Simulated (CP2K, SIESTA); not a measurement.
A CP2K input for a self-consistent single point of Li3Rh (P1, 4 atoms in the cell) (DFT PBEsol, GPW, DZVP-MOLOPT-SR-GTH basis, GTH-PBE potentials (GTH_POTENTIALS)):

```
&GLOBAL
  PROJECT bulk
  RUN_TYPE ENERGY_FORCE
  PRINT_LEVEL MEDIUM
&END GLOBAL
&FORCE_EVAL
  METHOD Quickstep
  STRESS_TENSOR ANALYTICAL
  &DFT
    BASIS_SET_FILE_NAME BASIS_MOLOPT
    POTENTIAL_FILE_NAME GTH_POTENTIALS
    &QS
      METHOD GPW
      EPS_DEFAULT 1E-10
    &END QS
    &MGRID
      CUTOFF 500
      REL_CUTOFF 50
      NGRIDS 5
    &END MGRID
    &SCF
      SCF_GUESS ATOMIC
      EPS_SCF 1E-7
      MAX_SCF 100
      ADDED_MOS 5
      &DIAGONALIZATION
        ALGORITHM STANDARD
      &END DIAGONALIZATION
      &MIXING
        METHOD BROYDEN_MIXING
        ALPHA 0.3
        NBUFFER 8
        BETA 1.5
      &END MIXING
      &SMEAR ON
        METHOD FERMI_DIRAC
        ELECTRONIC_TEMPERATURE [K] 1160.45
      &END SMEAR
    &END SCF
    &KPOINTS
      SCHEME MONKHORST-PACK 5 5 5
    &END KPOINTS
    &XC
      &XC_FUNCTIONAL
        &PBE
          PARAMETRIZATION PBESOL
        &END PBE
      &END XC_FUNCTIONAL
    &END XC
    &PRINT
      &MO
        EIGENVALUES T
        OCCUPATION_NUMBERS T
        NDIGITS 8
        FILENAME mo
        &EACH
          QS_SCF 0
        &END EACH
        ADD_LAST NUMERIC
      &END MO
      &MULLIKEN ON
      &END MULLIKEN
    &END PRINT
  &END DFT
  &SUBSYS
    &CELL
      A 4.21635000 0.00000000 0.00000000
      B 2.10817500 3.65146700 0.00000000
      C 2.10817500 1.21715600 3.44263600
      PERIODIC XYZ
    &END CELL
    &COORD
      SCALED
      Li       0.26778100     0.22885400     0.24526700
      Li       0.72085800     0.76202200     0.76011300
      Li       0.50518300     0.50721300     0.50187400
      Rh       0.00617700     0.00191100    -0.00725300
    &END COORD
    &KIND Li
      BASIS_SET DZVP-MOLOPT-SR-GTH
      POTENTIAL GTH-PBE-q3
    &END KIND
    &KIND Rh
      BASIS_SET DZVP-MOLOPT-SR-GTH
      POTENTIAL GTH-PBE-q17
    &END KIND
  &END SUBSYS
  &PRINT
    &FORCES ON
    &END FORCES
    &STRESS_TENSOR ON
    &END STRESS_TENSOR
  &END PRINT
&END FORCE_EVAL
```

Give the SIESTA input for the same structure, mesh, smearing and functional.

This is the input that was run; spellings and numerical settings could be chosen otherwise.

```
# files in the folder: Li.psml Rh.psml (PseudoDojo PBEsol standard)
SystemName  Li3Rh
SystemLabel Li3Rh

NumberOfAtoms                4
NumberOfSpecies              2
%block ChemicalSpeciesLabel
  1 3 Li
  2 45 Rh
%endblock ChemicalSpeciesLabel
LatticeConstant              1.0 Bohr
%block LatticeVectors
     0.000000000    5.634048365    5.634048365
     5.634048365    0.000000000    5.634048365
     5.634048365    5.634048365    0.000000000
%endblock LatticeVectors
AtomicCoordinatesFormat      Ang
%block AtomicCoordinatesAndAtomicSpecies
     1.413549091    1.529606438    1.480672555  1
     4.538108510    4.415381749    4.421073261  1
     3.008502073    3.002449810    3.018367558  1
    -0.015926692   -0.003207997    0.024113644  2
%endblock AtomicCoordinatesAndAtomicSpecies

XC.functional                GGA
XC.authors                   PBEsol
PAO.BasisSize                DZP
PAO.EnergyShift              0.01 Ry
PAO.Polarization.NonPerturbative true
MeshCutoff                   400 Ry
%block kgrid.MonkhorstPack
    5   0   0  0.0
    0   5   0  0.0
    0   0   5  0.0
%endblock kgrid.MonkhorstPack
OccupationFunction           FD
ElectronicTemperature        100.0 meV

MaxSCFIterations             150
SCF.Mixer.Method             Broyden
SCF.Mixer.Weight             0.1
SCF.Mixer.History            6
SCF.DM.Tolerance             1.0E-05
Diag.ParallelOverK           true
WriteForces                  true
```

Basis, cutoffs, solver keys and any potentials are the target program's own. This input uses DFT, GGA PBEsol, numerical atomic orbitals DZP, PseudoDojo PBEsol standard norm-conserving potentials (rewritten from UPF to PSML).

The starting cell comes from a database of computed structures (which also holds hypothetical and non-ambient phases and stackings), without a prior relaxation at this level. For this run, on top of that: atoms moved at random.
